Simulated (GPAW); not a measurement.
# Worked example: self-consistent single point of CaC2 (Pnnm, 6 atoms in the cell) in GPAW

Method of the run: LDA (Perdew-Wang 92), GPAW PAW datasets LDA (gpaw-data 1.0.1) (plane waves; GPAW).

The input file:

```python
from ase import Atoms
from ase.units import GPa
from gpaw import GPAW, PW, FermiDirac

atoms = Atoms(['Ca', 'Ca', 'C', 'C', 'C', 'C'],
              cell=[[4.407230, 0.000000, 0.000000],
                    [0.000000, 5.904350, 0.000000],
                    [0.000000, 0.000000, 3.897340]],
              scaled_positions=[[0.000000, 0.000000, 0.000000],
                                [0.500000, 0.500000, 0.500000],
                                [0.886660, 0.564470, 0.000000],
                                [0.113340, 0.435530, 0.000000],
                                [0.386660, 0.935530, 0.500000],
                                [0.613340, 0.064470, 0.500000]],
              pbc=True)

calc = GPAW(mode=PW(900),
            xc='LDA',
            kpts={'size': (4, 3, 5), 'gamma': True},
            occupations=FermiDirac(0.0),
            nbands=-4,
            convergence={'density': 1e-05, 'bands': -2},
            symmetry={'symmorphic': False, 'tolerance': 0.0005},
            maxiter=150,
            txt='-')

atoms.calc = calc

energy = atoms.get_potential_energy()
print('Energy (eV):', round(energy, 6))
forces = atoms.get_forces()
print('Forces (eV/Ang):')
print(forces.round(5))
stress = atoms.get_stress()
print('Stress (GPa, Voigt):', (stress / GPa).round(4))
```

Output (repeated stretches shortened):

```
Input parameters:
  convergence: {bands: -2,
                density: 1e-05}
  kpts: {gamma: True,
         size: (4, 3, 5)}
  maxiter: 150
  mode: {ecut: 900.0000000000001,
         name: pw}
  nbands: -4
  occupations: {fixmagmom: False,
                name: fermi-dirac,
                width: 0.0}
  symmetry: {symmorphic: False,
             tolerance: 0.0005}

species:
  Ca:
    name: Calcium
    Z: 20.0
    valence: 10
    core: 10
    charge: 0.0
    file: Ca.LDA.gz

    # Using partial waves for Ca as LCAO basis

  C:
    name: Carbon
    Z: 6.0
    valence: 4
    core: 2
    charge: 0.0
    file: C.LDA.gz

    # Using partial waves for C as LCAO basis

Reference energy: -41008.035860  # eV

Spin-paired calculation

Convergence criteria:
 Maximum [total energy] change in last 3 cyles: 0.0005 eV / valence electron
 Maximum integral of absolute [dens]ity change: 1e-05 electrons / valence electron
 Maximum integral of absolute [eigenst]ate change: 4e-08 eV^2 / valence electron
 Maximum number of scf [iter]ations: 150

Symmetries present (total): 8
Symmetries with fractional translations: 4
60 k-points: 4 x 3 x 5 Monkhorst-Pack grid + [1/8,0.000000,0.000000]
18 k-points in the irreducible part of the Brillouin zone
       k-points in crystal coordinates                weights
   0:     0.00000000    0.00000000    0.00000000          1/60
   1:     0.00000000    0.00000000    0.20000000          2/60
   2:     0.00000000    0.00000000    0.40000000          2/60
   [... 7 lines left out ...]
          ...
  17:     0.50000000    0.33333333    0.40000000          4/60

Wave functions: Plane wave expansion
  Cutoff energy: 900.000 eV
  Number of coefficients (min, max): 6167, 6246
  Pulay-stress correction: 0.000000 eV/Ang^3 (de/decut=0.000000)

Occupation numbers: # Zero width

Eigensolver

Densities:
  Coarse grid: 32*42*28 grid
  Fine grid: 64*84*56 grid
  Total Charge: 0.000000

Density mixing:
  Method: separate
  Backend: pulay
  Linear mixing parameter: 0.05
  old densities: 5
  Damping of long wavelength oscillations: 50

Hamiltonian:
  XC and Coulomb potentials evaluated on a 64*84*56 grid
  External potential:
    NoExternalPotential

Number of atoms: 6
Number of atomic orbitals: 26
Number of bands in calculation: 22
Number of valence electrons: 36
Bands to converge: 20

Density initialized from atomic densities
  22 bands from LCAO basis set

Atomic positions and initial magnetic moments

Positions:
   0 Ca     0.000000    0.000000    0.000000    ( 0.0000,  0.0000,  0.0000)
   1 Ca     2.203615    2.952175    1.948670    ( 0.0000,  0.0000,  0.0000)
   2 C      3.907715    3.332828    0.000000    ( 0.0000,  0.0000,  0.0000)
   3 C      0.499515    2.571522    0.000000    ( 0.0000,  0.0000,  0.0000)
   4 C      1.704100    5.523697    1.948670    ( 0.0000,  0.0000,  0.0000)
   5 C      2.703130    0.380653    1.948670    ( 0.0000,  0.0000,  0.0000)

Unit cell:
           periodic     x           y           z      points  spacing
  1. axis:    yes    4.407230    0.000000    0.000000    32     0.1377
  2. axis:    yes    0.000000    5.904350    0.000000    42     0.1406
  3. axis:    yes    0.000000    0.000000    3.897340    28     0.1392

  Lengths:   4.407230   5.904350   3.897340
  Angles:   90.000000  90.000000  90.000000

Effective grid spacing dv^(1/3) = 0.1392

     iter     time        total  log10-change:
                         energy   eigst   dens
iter:   1 --:--:--   -48.880503   +0.55
iter:   2 --:--:--   -48.007364   -0.29  -0.92
iter:   3 --:--:--   -44.245382   +0.27  -0.96
iter:   4 --:--:--   -44.288386   -0.47  -1.36
iter:   5 --:--:--   -46.146921   -0.35  -1.40
iter:   6 --:--:--   -44.190016   -0.35  -1.15
iter:   7 --:--:--   -44.210987   -1.47  -2.37
iter:   8 --:--:--   -44.258684   -1.08  -2.35
iter:   9 --:--:--   -44.275283   -1.51  -1.90
iter:  10 --:--:--   -44.265694c  -1.97  -1.87
iter:  11 --:--:--   -44.276037c  -2.17  -1.89
iter:  12 --:--:--   -44.208155   -1.70  -1.86
iter:  13 --:--:--   -44.209519   -2.67  -3.14
iter:  14 --:--:--   -44.209386c  -3.35  -3.16
iter:  15 --:--:--   -44.209389c  -3.60  -3.36
iter:  16 --:--:--   -44.209383c  -3.71  -3.44
iter:  17 --:--:--   -44.209385c  -3.87  -3.67
iter:  18 --:--:--   -44.209422c  -3.81  -3.69
iter:  19 --:--:--   -44.209386c  -3.89  -3.52
iter:  20 --:--:--   -44.209385c  -4.07  -4.15
iter:  21 --:--:--   -44.209391c  -4.04  -4.40
iter:  22 --:--:--   -44.209386c  -4.11  -3.93
iter:  23 --:--:--   -44.209385c  -4.20  -4.48
iter:  24 --:--:--   -44.209385c  -4.22  -5.01c
iter:  25 --:--:--   -44.209385c  -4.26  -4.92
iter:  26 --:--:--   -44.209385c  -4.35  -5.32c
iter:  27 --:--:--   -44.209385c  -4.40  -5.20c
iter:  28 --:--:--   -44.209385c  -4.45  -5.05c
iter:  29 --:--:--   -44.209385c  -4.54  -5.61c
iter:  30 --:--:--   -44.209385c  -4.54  -5.73c
iter:  31 --:--:--   -44.209385c  -4.62  -5.41c
   [... 48 lines left out ...]
iter:  80 --:--:--   -44.209385c  -7.14  -11.19c
iter:  81 --:--:--   -44.209385c  -7.16  -10.92c
iter:  82 --:--:--   -44.209385c  -7.27  -10.90c
iter:  83 --:--:--   -44.209385c  -7.29  -11.24c
iter:  84 --:--:--   -44.209385c  -7.39  -11.31c
iter:  85 --:--:--   -44.209385c  -7.41c -11.49c

Converged after 85 iterations.

Dipole moment: (-0.000000, 0.000000, 0.000000) |e|*Ang

Energy contributions relative to reference atoms: (reference = -41008.035860)

Kinetic:        +31.542320
Potential:      -30.096025
External:        +0.000000
XC:             -44.545021
Entropy (-ST):   +0.000000
Local:           -1.110659
SIC:             +0.000000
--------------------------
Free energy:    -44.209385
Extrapolated:   -44.209385

Showing only first 2 kpts
 Kpt  Band  Eigenvalues  Occupancy
  0    16      1.40385    2.00000
  0    17      1.65048    2.00000
  0    18      4.71856    0.00000
  0    19      5.35659    0.00000

  1    16      1.29757    2.00000
  1    17      1.54163    2.00000
  1    18      5.12438    0.00000
  1    19      5.62402    0.00000

Fermi level: 3.34989

Gap: 2.737 eV
Transition (v -> c):
  (s=0, k=12, n=17, [0.50, 0.00, 0.00]) -> (s=0, k=0, n=18, [0.00, 0.00, 0.00])
Direct/indirect transitions are different
Direct gap: 3.068 eV
Transition at: (s=0, k=0, n=17, [0.00, 0.00, 0.00])
Energy (eV): -44.209385

Forces in eV/Ang:
  0 Ca    0.00000    0.00000    0.00000
  1 Ca    0.00000    0.00000    0.00000
  2 C     0.30122   -0.28243    0.00000
  3 C    -0.30122    0.28243    0.00000
  4 C     0.30122    0.28243    0.00000
  5 C    -0.30122   -0.28243    0.00000

Stress tensor:
     0.034941     0.000000     0.000000
     0.000000     0.031525     0.000000
     0.000000     0.000000     0.028873
Stress (GPa, Voigt): [5.5982 5.0509 4.626  0.     0.     0.    ]
```

The run converged in 85 iterations. GPAW prints stress with tension positive.

At such cutoffs GPAW's stress carries a finite-basis (Pulay) error, which enters relaxed cells too; its log prints stress with tension positive.

The starting cell comes from a database of computed structures (which also holds hypothetical and non-ambient phases and stackings), without a prior relaxation at this level.

Cost on one core of a shared machine: roughly 3 min.
